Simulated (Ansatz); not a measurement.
The reference is ZrC in the rock salt structure (space group Fm-3m, No. 225; a = 4.6689 Å).

All numbers come from PBEsol (Ansatz, an electronic-structure program, PAW, no spin-orbit coupling).

Base values:

The shortest interatomic distance comes out as 233.4 pm and the density is 6.74 g/cm³.

Now apply this change: cell and atoms relaxed at a pressure of 2.1 GPa.

Problem. How does this affect the shortest interatomic distance and density?

Solution. The shortest interatomic distance decreases by 0.67 pm (233.4 pm → 232.8 pm); the density grows by 0.06 g/cm³, from 6.74 g/cm³ to 6.80 g/cm³.

Load acts through the strain it causes; cell and atoms are relaxed under it. No phonon test of stability was made. The final runs are not spin-polarised.
